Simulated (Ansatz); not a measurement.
# Mg2Si: Mg on a Si site (antisite), symmetric start

Consider a 24-atom supercell of Mg$_{2}$Si (space group Fm-3m, No. 225; a = 6.3261 Å) at its relaxed geometry.

The change: one Si atom is replaced by Mg, atoms relaxed at fixed cell.

The values are results of plane-wave PAW DFT at the PBEsol level (Ansatz, a quantum-chemistry and plane-wave program, 420 eV), no spin-orbit coupling, not measurements. Γ-centred 5×5×5 mesh, Fermi–Dirac width 0.01 eV.

| quantity | base | changed | shift |
|---|---|---|---|
| pressure | 0.0 GPa | 1.7 GPa | +1.7 GPa |
| gap of the supercell | 0.11 eV | zero | – |
| total moment of the cell | – | 0.0 μB | – |
| energy gained by relaxation | – | 0.15 eV | – |
| largest displacement of a host atom from its site in the perfect cell | – | 0.08 Å | – |

Other magnetic orders, which the real material may have, were not ruled out. In so small a cell the defect repeats every few ångströms: this is an ordered compound, not a dilute defect. The defect started on the symmetric site and kept its symmetry, so it may sit on a saddle. Starting moments died away, wholly or in part, for Mg on a Si site (antisite); another magnetic solution may exist. The defect cell is spin-polarised and ends with 0.0 μB. A zero or small gap of Mg2Si can be the functional's error rather than a property of the material.
